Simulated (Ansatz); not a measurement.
Consider a 16-atom supercell of MgS in the rock salt structure (space group Fm-3m, No. 225; a = 5.182 Å) at its relaxed geometry.

Calculations: PBEsol (Ansatz, a program for electronic structure), spin-orbit coupling left out.

Base values:

The pressure is 0.0 GPa.

The change: one H atom is added in an open site, starting 2.03 Å from the nearest host atom, atoms relaxed at fixed cell, starting from a slightly rattled geometry.

Problem. Predict the new final site of the added atom.

Solution. The final site of the added atom comes out as 2 Mg at 1.92 Å (bent).

Problem. How does this affect the pressure?

Solution. The pressure goes from zero to 1.6 GPa.

Problem. Predict the new largest displacement of a host atom from its site in the perfect cell.

Solution. The largest displacement of a host atom from its site in the perfect cell comes out as 0.19 Å.

The magnetic state is the one reached from the starting moments; the real material's order can differ, and small cells can't hold many antiferromagnetic ones. The cell is small, so the values are those of an ordered compound at a high defect concentration; dilute-limit values will differ. The mesh was chosen for an insulator and is coarse for the gapless case. Starting moments died away, wholly or in part, for H interstitial (started 2.03 Å from the nearest host atom); another magnetic solution may exist. The defect cell is spin-polarised and ends with 0.3 μB, a fractional moment that hangs on the mesh and smearing.
